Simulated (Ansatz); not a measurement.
```
CELL_PARAMETERS angstrom
      0.00000     2.29189     2.25092
      2.25092     0.00000     2.25092
      2.25092     2.29189     0.00000
ATOMIC_POSITIONS crystal
  N  0.00000 0.00000 0.00000
  Hf 0.50000 0.50000 0.50000
```

No spin polarisation.

Level of theory: plane-wave PAW DFT at the PBEsol level (Ansatz, a first-principles code, 420 eV), without spin-orbit coupling. Settings: 22×22×22 k-points, 0.1 eV Fermi–Dirac smearing.

Predict the band gap, space group and pressure.

The band gap comes out as zero, the space group comes out as I4/mmm (No. 139) and the pressure (mean of the normal stresses, compression positive) is -4.7 GPa.

The cells carry an imposed strain or load. No phonon test of stability was made. The final runs are not spin-polarised. The cell was made from HfN in the rock salt structure (space group Fm-3m, No. 225) by this change: uniaxial strain ε_yy = +1.82 %.
